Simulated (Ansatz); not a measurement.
# CuI, carrier doping

The reference is CuI in the zinc blende structure (space group F-43m, No. 216).

```cif
data_CuI
_chemical_formula_sum 'I1 Cu1'
_space_group_name_H-M_alt 'P 1'
_space_group_IT_number 1
_cell_length_a 4.25892
_cell_length_b 4.25892
_cell_length_c 4.25892
_cell_angle_alpha 60.000
_cell_angle_beta 60.000
_cell_angle_gamma 60.000
loop_
_space_group_symop_operation_xyz
  'x, y, z'
loop_
_atom_site_label
_atom_site_type_symbol
_atom_site_fract_x
_atom_site_fract_y
_atom_site_fract_z
_atom_site_occupancy
I1 I 0.75000 0.75000 0.75000 1
Cu1 Cu 0.00000 0.00000 0.00000 1
```

Carriers are added at fixed cell with a uniform background; the Fermi–Dirac width is that of 300 K.

Method: Kohn–Sham DFT with the r2SCAN functional, run in Ansatz (a quantum-chemistry and plane-wave program) with PAW and 500 eV plane waves, scalar-relativistic without spin-orbit coupling.

Candidates:
(a) electrons 7.0×10^20 cm⁻³
(b) electrons 3.0×10^21 cm⁻³
(c) holes 3.0×10^21 cm⁻³

Before the change:

The gap between the host's bands is 1.67 eV.

### Question
Order them by gap between the host's bands, highest first.

### Answer
(c) holes 3.0×10^21 cm⁻³ (1.88 eV), (a) electrons 7.0×10^20 cm⁻³ (1.65 eV), (b) electrons 3.0×10^21 cm⁻³ (1.59 eV)

Carriers are added with a uniform compensating background; total energy and stress of such cells depend on the potential's zero and are not compared; many-body gap narrowing is missing at this level. Spin-orbit coupling, missing from the scalar runs, can matter with I. Stability against distortions was not tested. All final runs are without spin polarisation.
